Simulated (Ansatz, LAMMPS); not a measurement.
Ge well of 13 atomic layers along [001] in random Si0.2Ge0.8, interfaces graded over 4 layers. Cell 17.11 × 17.11 × 57.38 Å, Si93Ge627, 720 atoms. Prepared with Tersoff's 1989 multicomponent potential (SiCGe.tersoff) run with LAMMPS: minimisation. 

Basis: localised support functions (accuracy medium) on a full density matrix. k-points: zone centre alone; occupations: Fermi-Dirac, 0.010 eV; spin polarisation not allowed. Spin-orbit coupling is left out.

Question: What gap and bonding does PBE, support functions at accuracy medium on the grid of 370 eV (Ansatz, an electronic-structure program) give?

Answer: 
- electronic character of the cell = no gap resolved at this smearing
- coordination (neighbours within 2.972 Å) = 100.0 % 4-fold
- Ge-Ge bonds, mean ± spread = 2.487 ± 0.006 Å
- Ge-Si bonds, mean ± spread = 2.440 ± 0.007 Å
- Si-Si bonds, mean ± spread = 2.392 ± 0.008 Å
- bond angles, mean ± spread = 109.5° ± 0.9°
- pressure = 0.19 GPa
